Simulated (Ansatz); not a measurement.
# Pressure series in Nb

The reference is Nb in the bcc (W type) structure (space group Im-3m, No. 229).

```
CELL_PARAMETERS angstrom
     -1.62356     1.62356     1.62356
      1.62356    -1.62356     1.62356
      1.62356     1.62356    -1.62356
ATOMIC_POSITIONS crystal
  Nb 0.00000 0.00000 0.00000
```

Cell and atoms are relaxed at each pressure.

Method: LDA, PAW, 420 eV (Ansatz, a program for electronic structure; no SOC).

Notes on the quantities. enthalpy: H = E + PV relative to the base's energy.

| case | enthalpy | volume per atom |
|---|---|---|
| base | – | 17.12 Å³ |
| pressure −2 GPa | -0.21 eV/atom | 17.30 Å³ |
| pressure −1 GPa | -0.11 eV/atom | 17.21 Å³ |
| pressure 0.9 GPa | +0.10 eV/atom | 17.04 Å³ |
| pressure 2.1 GPa | +0.22 eV/atom | 16.94 Å³ |
| pressure 4.5 GPa | +0.48 eV/atom | 16.74 Å³ |
| pressure 9 GPa | +0.94 eV/atom | 16.40 Å³ |
| pressure 15 GPa | +1.55 eV/atom | 15.99 Å³ |
| pressure 22.5 GPa | +2.28 eV/atom | 15.53 Å³ |
| pressure 30 GPa | +3.00 eV/atom | 15.13 Å³ |

Load acts through the strain it causes; cell and atoms are relaxed under it. Whether these cells are dynamically stable was not tested. Competing high-pressure phases were not computed. All final runs are without spin polarisation.
